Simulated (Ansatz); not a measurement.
O on the 1x1 (110) surface of bcc Ta, one in a 2x2 cell, energies for each (31.2 Å²). Energies are against ½ O2(g), without zero-point or thermal terms; each row is named by its start.

Level of theory: PBE (plane waves to 420 eV, PAW; Ansatz, a first-principles code).

Slab: 17 atoms, 6.8 Å thick at the start under the adsorbate (thin: gaps and levels are the slab's own); k 5x5x1, smearing 0.1 eV, dipole-corrected; 8 atoms held, the rest relaxed; each run with such symmetry as its start has; spin where the adsorbate may keep a moment, no spin-orbit, no U, no dispersion correction.

A negative adsorption energy means that the adsorbate is more stable on the surface than in its reference. Heights count from the host atoms within 0.3 Å of the top one.

```
starting site              E_ads (eV)  height (Å)  nearest host atom (Å)  bonded to  Δ work function (eV)  lateral drift (Å)  moment (μB)
-------------------------  ----------  ----------  ---------------------  ---------  --------------------  -----------------  -----------
top Ta                          -2.75        1.78                Ta 1.78         Ta                  1.11                0.0          0.0
hollow Ta-Ta-Ta                 -4.86        1.16                Ta 2.05       3 Ta                 -0.31                0.2            –
bridge Ta-Ta (span 2.9 Å)       -4.28        1.37                Ta 1.95       2 Ta                  0.00                0.0            –
bridge Ta-Ta (span 3.3 Å)       -4.61        1.15                Ta 2.03       4 Ta                 -0.11                0.0            –
```
